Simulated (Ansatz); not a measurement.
**ZnS, pressure series**

The parent structure is ZnS in the wurtzite structure (space group P6_3mc, No. 186; a = 3.7383 Å, c = 6.1429 Å).

Cell and atoms are relaxed at each pressure.

The values are results of LDA (Ansatz, an electronic-structure program; PAW; 420 eV plane waves; no spin-orbit coupling), not measurements.

Candidates:
(a) pressure 15 GPa
(b) pressure 30 GPa
(c) pressure 0.9 GPa
(d) pressure 4.5 GPa

Before the change:

The band gap is 2.19 eV.

### Question
Order them by band gap, lowest first.

### Answer
(c) pressure 0.9 GPa (2.24 eV), (d) pressure 4.5 GPa (2.41 eV), (a) pressure 15 GPa (2.78 eV), (b) pressure 30 GPa (2.81 eV)

Load acts through the strain it causes; cell and atoms are relaxed under it. No phonon test of stability was made. Tetrahedral semiconductors of this kind turn to denser phases somewhere between about 1 and 50 GPa; those were not computed, so compressed cells here can lie past the real transition.
